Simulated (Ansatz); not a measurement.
CsCl-type BaO (model structure): properties by level of theory

| level (code) | lattice parameter a (Å) | formation enthalpy (eV/atom) |
|---|---|---|
| LDA (Ansatz) | 3.238 | -2.608 |
| PBE (Ansatz) | 3.340 | -2.196 |
| PBEsol (Ansatz) | 3.276 | -2.338 |

Ansatz's density-functional and Hartree–Fock values are scalar-relativistic unless marked +SOC, with PAW data made under PBE.

The computed numbers hold no vibrational or temperature effects.

A model structure was made by putting elements into a prototype or built by hand; it is no filed structure, need not be a known phase, and can be a saddle point held by its symmetry.

Ansatz is an electronic-structure program.
